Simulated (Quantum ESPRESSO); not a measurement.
σxx against uniaxial strain in fcc Rh (space group 225): C11 (Quantum ESPRESSO, PBEsol)

```xyz
1
Lattice="0.0000 1.8917 1.8917 1.8633 0.0000 1.8917 1.8633 1.8917 0.0000" Properties=species:S:1:pos:R:3 pbc="T T T"
Rh     0.0000     0.0000     0.0000
```

Level of theory: PBEsol, GBRV 1.5 ultrasoft (PBESOL) pseudopotentials (plane waves; Quantum ESPRESSO). Settings: ecutwfc = 52 Ry; ecutrho = 416 Ry; occupations = smearing; smearing = fd; degauss = 0.0036749 Ry; potentials = {Rh: rh_pbesol_v1.4.uspp.F.UPF}; K_POINTS = automatic 40 40 40 0 0 0; conv_thr = 1e-10 Ry. The cell above is the first row's. The rows stretch one cube axis (x) by the strain ε and hold the other two. Stress is positive in tension. In all rows the k mesh is held.

```csv
ε (%),σxx (GPa)
-1.5,?
-1.0,-4.79
-0.5,-2.32
0.0,0.07
0.5,2.39
1.0,4.63
1.5,6.80
2.0,8.90
```

Taking a parabola for σxx over the 7 complete rows: Least squares gives σxx = 0.070 + 4.7102·ε - 0.1481·ε². Residuals (row less fit): -0.002, 0.002, 0.000, 0.002, -0.002, -0.002, 0.002; standard error 0.002 (degrees of freedom: 4). The slope at ε = 0, 4.7102 GPa per cent, gives C11 ≈ 100 × 4.7102 = 471 GPa, for the static lattice.

What does the fit predict for σxx at ε = -1.5, and how far is the calculated value from it?

σxx = 0.070 + 4.7102 × (-1.5) - 0.1481 × (-1.5)² = -7.329 GPa. The calculation gives -7.33 GPa, which the fit meets to the printed digits. The row lies outside the fitted rows, so this is an extrapolation.

Carrying the step between the two nearest rows on in a straight line would have given -7.26, off by 0.07; series whose last step already gives the withheld value aren't shown. The reference cell has the volume at which an earlier scan in this program and functional put its minimum by a fit. The unstrained cell stands at a pressure of -0.07 GPa, and the constants belong to that pressure. Spin polarisation is off. Without a gap such slopes are sensitive to mesh and smearing. Cutoffs and mesh are single choices, not tested for convergence of this quantity. Series with a scatter that would blur these digits, or in which a gap closes, are not shown. Strain series were run only where this level's volume lies within 10 % of a first guess from the measured size.
